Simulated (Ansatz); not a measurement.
The starting structures come from a database of crystals and need not be the phases stable at ambient conditions.

By PBEsol, the system below comes out a metal.

```
CELL_PARAMETERS angstrom
      3.37707     0.00000     0.00000
     -1.68854     2.92463     0.00000
      0.00000     0.00000     4.09568
ATOMIC_POSITIONS crystal
  B  0.00000 0.00000 0.00000
  B  0.00000 0.00000 0.50000
  Rh 0.66667 0.33333 0.75000
  Rh 0.33333 0.66667 0.25000
```

Space group of this cell: P6_3/mmc, NiAs type. The cell is taken as given; by PBEsol its mean pressure is -4.5 GPa.

The current flows along the normal of the first two printed cell vectors, the (001) plane of the conventional cell. No spin-orbit coupling; the value is a mean over 0.1 eV about the Fermi level.

Q: State the ballistic conductance per area according to PBEsol (Ansatz, a quantum-chemistry and plane-wave program).

A: 0.50 × 10¹⁵ S/m² for both spins.
